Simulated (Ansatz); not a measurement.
BiVO4 (I4₁/a, No. 88, 12 atoms in the cell; start mp-23044; high-temperature phase) was calculated with PBE (PAW; Ansatz, a quantum-chemistry and plane-wave program).

Run with plane-wave cutoff 500 eV, 12×12×12 k mesh, Fermi–Dirac smearing 0.05 eV, no spin polarisation, scalar-relativistic PAW data made under PBE.

Cell (relaxed at this level):

```yaml
crystal:
  lattice:
    - [-2.58320, 2.58320, 5.88950]
    - [2.58320, -2.58320, 5.88950]
    - [2.58320, 2.58320, -5.88950]
  atoms:
    - { symbol: V, position: [0.50000, 0.50000, 0.00000] }
    - { symbol: V, position: [0.25000, 0.75000, 0.50000] }
    - { symbol: Bi, position: [0.00000, 0.00000, 0.00000] }
    - { symbol: Bi, position: [0.75000, 0.25000, 0.50000] }
    - { symbol: O, position: [0.17276, 0.56027, 0.88918] }
    - { symbol: O, position: [0.31027, 0.92109, 0.88751] }
    - { symbol: O, position: [0.67109, 0.28358, 0.11082] }
    - { symbol: O, position: [0.03358, 0.42276, 0.11249] }
    - { symbol: O, position: [0.57724, 0.68973, 0.61082] }
    - { symbol: O, position: [0.43973, 0.32891, 0.61249] }
    - { symbol: O, position: [0.07891, 0.96642, 0.38918] }
    - { symbol: O, position: [0.71642, 0.82724, 0.38751] }
```

Q: Give the computed band gap.

A: 
band gap: 2.20 eV (on the SCF k mesh)

Note: the relaxation could not lower the start's symmetry, so the cell can be a saddle point above a distorted one.

Spin–orbit coupling is not included; with these elements it can move the gap by several tenths of an eV or more.

The computed numbers hold no vibrational or temperature effects.

It cost very roughly 29 core-minutes of CPU time.

A start named mp-… is a Materials Project structure, which need not be a measured phase.
